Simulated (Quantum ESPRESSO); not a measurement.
A self-consistent single point of TiTe (P6_3/mmc, 4 atoms in the cell) with Quantum ESPRESSO.

Computed with PBEsol, SSSP 1.1.2 efficiency (PBE) pseudopotentials (plane waves; Quantum ESPRESSO 7.5).

```xyz
4
Lattice="3.6276 0.0000 0.0000 -1.8138 3.1416 0.0000 0.0000 0.0000 7.2159" Properties=species:S:1:pos:R:3 pbc="T T T"
Ti     0.0000     0.0000     3.6079
Ti     0.0000     0.0000     0.0000
Te     1.8138     1.0472     1.8040
Te     0.0000     2.0944     5.4119
```

Reference input (self-consistent single point, DFT, PBEsol, plane waves, SSSP 1.1.2 efficiency (PBE) pseudopotentials): ecutwfc = 50 Ry; ecutrho = 400 Ry; occupations = smearing; smearing = cold; degauss = 0.019992 Ry; input_dft = pbesol; potentials = {Ti: ti_pbe_v1.4.uspp.F.UPF, Te: Te_pbe_v1.uspp.F.UPF}; K_POINTS = automatic 11 11 5 0 0 0; conv_thr = 1e-10 Ry. This run's input differs from it in these lines:

```diff
@@ -14,4 +14,4 @@
  ntyp = 2
- ecutwfc = 50
- ecutrho = 400
+ ecutwfc = 20
+ ecutrho = 160
  occupations = 'smearing'
```

Log, with long lists cut:

```
     Self-consistent Calculation

     iteration #  1     ecut=    20.00 Ry     beta= 0.70

     negative rho (up, down):  5.233E-03 0.000E+00

     total energy              =    -290.67190459 Ry
     estimated scf accuracy    <       0.48232430 Ry

     iteration #  2     ecut=    20.00 Ry     beta= 0.70

     negative rho (up, down):  4.266E-03 0.000E+00

     total energy              =    -290.53677513 Ry
     estimated scf accuracy    <       1.66486493 Ry

     iteration #  3     ecut=    20.00 Ry     beta= 0.70

     negative rho (up, down):  4.031E-03 0.000E+00

     total energy              =    -290.88804818 Ry
     estimated scf accuracy    <       0.03348307 Ry

   [... 7 blocks of this kind left out ...]

     iteration # 11     ecut=    20.00 Ry     beta= 0.70

     negative rho (up, down):  3.953E-03 0.000E+00

     total energy              =    -290.89179762 Ry
     estimated scf accuracy    <          4.4E-10 Ry

     iteration # 12     ecut=    20.00 Ry     beta= 0.70

     negative rho (up, down):  3.953E-03 0.000E+00
     End of self-consistent calculation

     the Fermi energy is    12.1135 ev

!    total energy              =    -290.89179762 Ry
     estimated scf accuracy    <          2.8E-12 Ry
     smearing contrib. (-TS)   =       0.00079825 Ry
     internal energy E=F+TS    =    -290.89259587 Ry

     convergence has been achieved in  12 iterations

     negative rho (up, down):  3.953E-03 0.000E+00

     Forces acting on atoms (cartesian axes, Ry/au):

     atom    1 type  1   force =     0.00000000    0.00000000    0.00000000
   [... zero for the other atoms too ...]

     Total force =     0.000000     Total SCF correction =     0.000000

     negative rho (up, down):  3.953E-03 0.000E+00
          total   stress  (Ry/bohr**3)                   (kbar)     P=     -280.02
  -0.00192238   0.00000000   0.00000000         -282.79        0.00        0.00
   0.00000000  -0.00192238   0.00000000            0.00     -282.79        0.00
   0.00000000   0.00000000  -0.00186587            0.00        0.00     -274.48

   JOB DONE.
```

The run converged in 12 iterations. Against the reference run the free energy rises by 638 meV/atom and the pressure goes from -0.15 to -28.00 GPa.

The starting cell comes from a database of computed structures (which also holds hypothetical and non-ambient phases and stackings), without a prior relaxation at this level. Its lattice was rescaled by a random factor within 2.5 % of one. Spin polarisation is off, so a magnetic state, if there is one, cannot be reached. At the lowered cutoff the pressure carries the error of an incomplete plane-wave basis.
